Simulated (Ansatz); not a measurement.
For TiAl (model structure, started from the NaTl type, Fd-3m, No. 227, 4 atoms in the cell), PBEsol (plane waves, PAW; Ansatz, a program for electronic structure) gives:

| Quantity | Result |
|---|---|
| lattice parameter a | 6.324 Å |
| formation enthalpy | -0.074 eV/atom |

Task: What does PBE-D3(BJ) (plane waves, PAW; Ansatz) give for the same quantities?

Result: 
- lattice constant a: 6.289 Å (shrinks by 0.6 %)
- formation enthalpy: -0.075 eV/atom (moves by -0.001 eV/atom)

Changes are worked out from the printed values.

Unless a cell is named, each level is at its own relaxed cell (PBEsol 15.81, PBE-D3(BJ) 15.55 Å³/atom).

Ansatz's density-functional and Hartree–Fock values are scalar-relativistic unless marked +SOC, with PAW data made under PBE.

A model structure was made by putting elements into a prototype or built by hand; it is no filed structure, need not be a known phase, and can be a saddle point held by its symmetry.
